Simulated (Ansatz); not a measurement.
Consider WS$_{2}$ in the 2H-MoS2 type structure (space group P6_3/mmc, No. 194; a = 3.1703 Å, c = 12.4930 Å; layered, stacked along the Cartesian z axis). Axes: x lies along a and z along c of the hexagonal cell.

Structures relaxed with r2SCAN+rVV10 in Ansatz (plane waves to 500 eV, PAW, scalar-relativistic without spin-orbit coupling), earlier PAW set.

Base:

Simulated powder pattern, Cu Kα1, λ = 1.54056 Å (kinematic, ideal powder, no thermal factors, no anomalous dispersion; the 8 strongest lines at most, above 2 %, up to 2θ = 90°):

```
2θ (°)  I/Imax (%)    hkl
------  ----------  -----
14.17          100  (002)
32.59           20  (100)
33.39           33  (101)
35.69           17  (102)
39.27           61  (103)
49.27           31  (105)
58.15           15  (110)
60.18           15  (112)
```

Modification: uniaxial strain ε_xx = −1.36 %, all other strain components held at zero; the atoms relax in the strained cell.

After the change:

Simulated powder pattern, Cu Kα1, λ = 1.54056 Å (kinematic, ideal powder, no thermal factors, no anomalous dispersion; the 8 strongest lines at most, above 2 %, up to 2θ = 90°):

```tsv
2θ (°)	d (Å)	I/Imax (%)	hkl
14.17	6.247	100	(002)
32.93	2.717	13	(100)
33.39	2.682	11	(011)
33.73	2.655	22	(101)
36.01	2.492	11	(102)
39.27	2.292	20	(013)
39.57	2.276	40	(103)
49.52	1.839	21	(105)
```

The indices refer to the base's conventional cell; one index is shown for lines that coincide. The space group is now Cmcm (No. 63).

No phonon test of stability was made.

Ansatz is a quantum-chemistry and plane-wave program.
